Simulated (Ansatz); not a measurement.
**Effect of biaxial strain +2.44 %, plane normal [001], relaxed out of plane on Ge**

The reference is Ge in the diamond structure (space group Fd-3m, No. 227; a = 5.673 Å). Axes: x, y, z lie along the cube axes.

It is then changed as follows: tensile biaxial strain of 2.44 % in the plane normal to [001], as in epitaxy on a mismatched substrate; the out-of-plane cell vector and the atoms relax.

Method: r2SCAN, PAW, 500 eV (Ansatz, a program for electronic structure; no spin-orbit coupling), earlier PAW set. k-mesh 10×10×10 (Γ-centred); smearing 0.05 eV (Fermi–Dirac).

- Space group: I4_1/amd (No. 141) (base Fd-3m (No. 227))
- Shortest interatomic distance: 248.3 pm (base 245.6 pm)
- Energy relative to the base (free energy F): +11 meV/atom
- Band gap: 0.11 eV (uncertain: the edges found look like a band crossing or inverted bands; the changed cell) (base 0.37 eV)
- Out-of-plane strain: -1.68 %
- Ratio −ε⊥/ε∥: 0.69
- Mean in-plane stress (compression positive): -3.0 GPa

Stability against distortions was not tested. The zero or small gap of Ge under biaxial strain +2.44 %, plane normal [001], relaxed out of plane can change with the level of theory.
